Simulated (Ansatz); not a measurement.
Start from CdTe in the zinc blende structure (space group F-43m, No. 216; a = 6.409 Å). Axes: x, y, z lie along the cube axes.

Computed with LDA in Ansatz (plane waves to 420 eV, PAW, spin-orbit coupling left out).

Base values:

| Quantity | Value |
|---|---|
| Valley order | Γ 0.61 eV; L along ⟨111⟩ 1.68 eV |
| Valence-band top at Γ | 0.00, 0.00, 0.00 eV |

Modification: a pure shear with ε_xy = ε_yx = 0.0114, atoms relaxed at fixed cell.

**Question.** Estimate the effect on the largest internal atomic displacement, valley order, valence-band top at Γ and energy relative to the base.

**Answer.** The largest internal atomic displacement amounts to 0.015 Å; the valley order (the lowest conduction-band minima on the path, energy above the VBM, named in the base's zone) goes from Γ 0.61 eV; L along ⟨111⟩ 1.68 eV to Γ 0.55 eV; L along [1-1-1] 1.53 eV; L along [111] 1.70 eV; the valence-band top at Γ (three highest levels, from the VBM) becomes 0.00, -0.07, -0.12 eV (base: 0.00, 0.00, 0.00 eV); the energy increases by 1.1 meV/atom.

With Te present, leaving out spin-orbit coupling can change the band edges. The levels and masses belong to the bands next to the band gap. The cells carry an imposed strain or load. No phonon test of stability was made.

Ansatz is a program for electronic structure.
